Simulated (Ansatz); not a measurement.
# A series of runs on LaRu₂Si₂ (I4/mmm, 5 atoms in the cell)

La(SiRu)₂ is modelled in the tetragonal space group I4/mmm (No. 139), Pearson symbol tI10. Cell: a = b = 4.2196 Å, c = 9.9506 Å, α = β = γ = 90.00°. La on 2a sees 8 Si at 3.233 Å and 2 Si at 3.731 Å and 8 Ru at 3.262 Å. Ru on 4d is coordinated by 4 Si at 2.449 Å and 4 Ru at 2.984 Å and 4 La at 3.262 Å. Si on 4e is surrounded by 4 Ru at 2.449 Å and 1 Si at 2.488 Å and 4 La at 3.233 Å and 1 La at 3.731 Å. (Neighbours: up to the widest gap in distance over summed covalent radii, below 1.35, at either atom; cation-cation and far metal-metal contacts left out.)
(The calculation used a cell of 5 atoms; values per cell refer to that cell.)

Base run A: PBEsol, default PAW files made with PBE run with Ansatz (a quantum-chemistry and plane-wave program), self-consistent single point.

Its settings: basis.ecutwfc = 420 eV; kpoints.mp_grid.grid = 8 8 8; kpoints.mp_grid.shift = 0.5 0.5 0.5; hamiltonian.xc = pbesol; hamiltonian.pseudopotentials = {kind: paw} (the program's default PAW files); scf.occupations.method = methfessel_paxton; scf.occupations.width = 0.05 eV.

The starting cell comes from a database of published, mostly measured structures (it also holds non-ambient and calculated ones), without a prior relaxation at this level. Spin polarisation is off. In the base run, with a pressure of about -6 GPa the cell is away from its equilibrium volume at this level. In the base run, forces exceed 1 eV/Å. Ansatz's pressure includes its estimate of the finite-basis (Pulay) stress.

Run A gave: pressure (GPa) -6.46; largest force (eV/Å) 1.719.

Runs:
- B: magnetization.noncollinear: default → true; magnetization.spin_orbit: default → true [PBEsol with spin-orbit coupling]
- C: hamiltonian.pseudopotentials: {kind: paw} (the program's default PAW files) → {kind: paw_fr}; magnetization.noncollinear: default → true; magnetization.spin_orbit: default → false
- D: hamiltonian.xc: pbesol → lda; magnetization.noncollinear: default → true; magnetization.spin_orbit: default → true [LDA (PW92) with spin-orbit coupling]

Problem. What does run D change against A?

Solution. The pressure goes from -6.46 to -9.56 GPa and the largest force goes from 1.719 to 1.837 eV/Å.

Problem. What does run B change against A?

Solution. The pressure hardly changes (-6.46 to -6.44 GPa) and the largest force goes from 1.719 to 1.698 eV/Å.

```
run  pressure (GPa)  largest force (eV/Å)
---  --------------  --------------------
A             -6.46                 1.719
B             -6.44                 1.698
C             -6.46                 1.719
D             -9.56                 1.837
```

Keys are those of Ansatz 0.2.
